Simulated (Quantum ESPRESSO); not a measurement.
Worked example: self-consistent single point of YMg6Ga (Amm2, 8 atoms in the cell) in Quantum ESPRESSO.

Level of theory: LDA (PW92), PseudoDojo standard norm-conserving (LDA) pseudopotentials (plane waves; Quantum ESPRESSO).

The change in words: lattice scaled by 0.98. Reference geometry:
```yaml
crystal:
  lattice:
    - [5.05190, 0.00000, 0.00000]
    - [0.00000, 3.33935, 5.75643]
    - [0.00000, -3.33935, 5.75643]
  atoms:
    - { symbol: Y, position: [0.50000, 0.32495, 0.32495] }
    - { symbol: Mg, position: [0.50000, 0.83793, 0.32497] }
    - { symbol: Mg, position: [0.50000, 0.32497, 0.83793] }
    - { symbol: Mg, position: [0.50000, 0.83579, 0.83579] }
    - { symbol: Mg, position: [0.00000, 0.67715, 0.16171] }
    - { symbol: Mg, position: [0.00000, 0.16171, 0.67715] }
    - { symbol: Mg, position: [0.00000, 0.66745, 0.66745] }
    - { symbol: Ga, position: [0.00000, 0.17005, 0.17005] }
```

Reference input (self-consistent single point, DFT, LDA (PW92), plane waves, PseudoDojo standard norm-conserving (LDA) pseudopotentials): ecutwfc = 85 Ry; occupations = smearing; smearing = fd; degauss = 0.0073499 Ry; potentials = {Y: Y.upf, Mg: Mg.upf, Ga: Ga.upf}; K_POINTS = automatic 4 3 3 0 0 0; conv_thr = 1e-10 Ry; mixing_beta = 0.3. This run's input differs from it in these lines:

```diff
@@ -26,5 +26,5 @@
 CELL_PARAMETERS {angstrom}
-   5.051904000     0.000000000     0.000000000
-   0.000000000     3.339351000     5.756427000
-   0.000000000    -3.339351000     5.756427000
+   4.950866000     0.000000000     0.000000000
+   0.000000000     3.272564000     5.641298000
+   0.000000000    -3.272564000     5.641298000
 ATOMIC_POSITIONS {crystal}
```

Output (repeated stretches shortened):

```
     Self-consistent Calculation

     iteration #  1     ecut=    85.00 Ry     beta= 0.30

     Threshold (ethr) on eigenvalues was too large:
     Diagonalizing with lowered threshold

     total energy              =    -945.78366810 Ry
     estimated scf accuracy    <       0.26303230 Ry

     iteration #  2     ecut=    85.00 Ry     beta= 0.30

     total energy              =    -945.83656685 Ry
     estimated scf accuracy    <       0.07214188 Ry

     iteration #  3     ecut=    85.00 Ry     beta= 0.30

     total energy              =    -945.84006617 Ry
     estimated scf accuracy    <       0.01213010 Ry

   [... 7 blocks of this kind left out ...]

     iteration # 11     ecut=    85.00 Ry     beta= 0.30

     total energy              =    -945.84090424 Ry
     estimated scf accuracy    <          1.9E-09 Ry

     iteration # 12     ecut=    85.00 Ry     beta= 0.30
     End of self-consistent calculation

     the Fermi energy is     6.8083 ev

!    total energy              =    -945.84090424 Ry
     estimated scf accuracy    <          3.3E-11 Ry
     smearing contrib. (-TS)   =      -0.01044039 Ry
     internal energy E=F+TS    =    -945.83046385 Ry

     convergence has been achieved in  12 iterations

     Forces acting on atoms (cartesian axes, Ry/au):

     atom    1 type  1   force =     0.00000000    0.00000000   -0.00602468
     atom    2 type  2   force =     0.00000000    0.00056453   -0.00111231
     atom    3 type  2   force =     0.00000000   -0.00056453   -0.00111231
     atom    4 type  2   force =     0.00000000   -0.00000000   -0.00243242
     atom    5 type  2   force =     0.00000000    0.00110185    0.00276526
   [... lines left out ...]

     Total force =     0.008900     Total SCF correction =     0.000026

          total   stress  (Ry/bohr**3)                   (kbar)     P=      -19.50
  -0.00017133   0.00000000   0.00000000          -25.20        0.00        0.00
   0.00000000  -0.00009922   0.00000000            0.00      -14.60        0.00
   0.00000000   0.00000000  -0.00012708            0.00        0.00      -18.69

   JOB DONE.
```

The run converged in 12 iterations. Against the reference run the free energy goes down by 26.5 meV/atom, the pressure goes from -3.93 to -1.95 GPa and the largest force goes from 0.186 to 0.155 eV/Å.

The starting cell comes from a database of computed structures (which also holds hypothetical and non-ambient phases and stackings), without a prior relaxation at this level. Its lattice was rescaled by a random factor within 2.5 % of one. For this run, on top of that: lattice scaled by 0.98.

Cost on one core of a shared machine: roughly 2 min.
